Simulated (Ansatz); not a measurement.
The starting structures come from a database of crystals and need not be the phases stable at ambient conditions.

 Where the default PAW files enter, the runs use the earlier of Ansatz's two default sets.

## Evanescent states of RbAu (Pm-3m, CsCl type, not sure to be the ambient phase, 2 atoms a cell, 34.6 Å³ an atom) along the normal of (110)

Calculation: r2SCAN (plane waves, PAW; Ansatz, a quantum-chemistry and plane-wave program).

The gap is the functional's own. No spin-orbit coupling. Mid-gap values are interpolated on the energy grid.

Energies count from the valence-band top; κ is the least over a 8×6 mesh across the current.

```csv
E (eV),κ (1/Å),where
0.03,0.035,off Γ
0.07,0.059,off Γ
0.12,?,off Γ
0.17,?,off Γ
0.23,?,off Γ
0.28,?,off Γ
0.33,?,off Γ
0.38,?,off Γ
0.42,?,off Γ
0.47,0.064,off Γ
0.53,0.038,off Γ
```

Problem. Complete the blanks.

Solution. 
- 0.12, κ (1/Å): 0.074
- 0.17, κ (1/Å): 0.086
- 0.23, κ (1/Å): 0.096
- 0.28, κ (1/Å): 0.104
- 0.33, κ (1/Å): 0.107
- 0.38, κ (1/Å): 0.095
- 0.42, κ (1/Å): 0.081
